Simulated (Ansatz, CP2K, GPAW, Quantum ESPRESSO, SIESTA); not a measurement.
One structure in several programs: NiGe (Pnma, 8 atoms in the cell)

Self-consistent single point.

```yaml
crystal:
  lattice:
    - [5.31046, 0.00000, 0.00000]
    - [0.00000, 3.43850, 0.00000]
    - [0.00000, 0.00000, 5.74995]
  atoms:
    - { symbol: Ni, position: [0.50554, 0.25000, 0.69073] }
    - { symbol: Ni, position: [0.49446, 0.75000, 0.30927] }
    - { symbol: Ni, position: [0.99446, 0.75000, 0.19073] }
    - { symbol: Ni, position: [0.00554, 0.25000, 0.80927] }
    - { symbol: Ge, position: [0.68966, 0.25000, 0.08698] }
    - { symbol: Ge, position: [0.31034, 0.75000, 0.91302] }
    - { symbol: Ge, position: [0.81034, 0.75000, 0.58698] }
    - { symbol: Ge, position: [0.18966, 0.25000, 0.41302] }
```

Shared settings, as Ansatz (an electronic-structure program) writes them: kpoints.mp_grid.grid = 4 5 3; scf.occupations.method = gaussian; scf.occupations.width = 0.05 eV. Potentials and cutoffs stand in the table.

| code | model | pressure (GPa) | largest force (eV/Å) | cutoff |
|---|---|---|---|---|
| CP2K | PBEsol, GPW, DZVP-MOLOPT-SR-GTH basis, GTH-PBE potentials (GTH_POTENTIALS) | 5.14 | 0.110 | grid 600 Ry |
| Ansatz | PBEsol, PAW files made with PBE | -0.06 | 0.067 | 420 eV |
| Quantum ESPRESSO | PBEsol, PSlibrary ultrasoft (PBE) pseudopotentials | 1.69 | 0.105 | 50 Ry |
| GPAW | PBEsol, GPAW PAW datasets PBEsol (made by gpaw-setup) | 0.94 | 0.065 | 800 eV |
| SIESTA | GGA PBEsol, numerical atomic orbitals DZP, PseudoDojo PBEsol standard norm-conserving potentials (rewritten from UPF to PSML) | 2.23 | 0.202 | grid 400 Ry |

Size of the force on each atom (eV/Å): Sizes of forces hide their directions.

```json
[
 {"code": "CP2K", "Ni1": "0.110", "Ni2": "0.110", "Ni3": "0.110", "Ni4": "0.110", "Ge5": "0.078", "Ge6": "0.078", "Ge7": "0.078", "Ge8": "0.078"},
 {"code": "Ansatz", "Ni1": "0.067", "Ni2": "0.067", "Ni3": "0.067", "Ni4": "0.067", "Ge5": "0.034", "Ge6": "0.034", "Ge7": "0.034", "Ge8": "0.034"},
 {"code": "Quantum ESPRESSO", "Ni1": "0.105", "Ni2": "0.105", "Ni3": "0.105", "Ni4": "0.105", "Ge5": "0.085", "Ge6": "0.085", "Ge7": "0.085", "Ge8": "0.085"},
 {"code": "GPAW", "Ni1": "0.065", "Ni2": "0.065", "Ni3": "0.065", "Ni4": "0.065", "Ge5": "0.055", "Ge6": "0.055", "Ge7": "0.055", "Ge8": "0.055"},
 {"code": "SIESTA", "Ni1": "0.201", "Ni2": "0.201", "Ni3": "0.201", "Ni4": "0.201", "Ge5": "0.202", "Ge6": "0.202", "Ge7": "0.202", "Ge8": "0.202"}
]
```

On Ansatz's run: spin polarisation is off.

The spread over the programs that give each value: pressure within 5.20 GPa; largest force within 0.137 eV/Å.

CP2K and SIESTA use small atom-centred bases, whose incompleteness enters pressures, forces and empty levels differently from a plane-wave cutoff. Ansatz's pressure is given at a fixed set of plane waves, as the other plane-wave codes print theirs; with its correction for the finite basis it is 0.02 GPa. In the pressure, CP2K (by 4.20) and SIESTA (by 1.29) lie more than 1 GPa from the median of the plane-wave programs. In the force vectors, CP2K (by 0.099) and SIESTA (by 0.231) lie more than 0.08 eV/Å from the median of the plane-wave programs.

The shared mesh is coarse (it stands for a supercell whose shortest vector is 17 Å), so the values are not converged in it.

The starting cell comes from a database of computed structures (which also holds hypothetical and non-ambient phases and stackings), without a prior relaxation at this level. Its lattice was rescaled by a random factor within 2.5 % of one.

Keys are those of Ansatz 0.2.
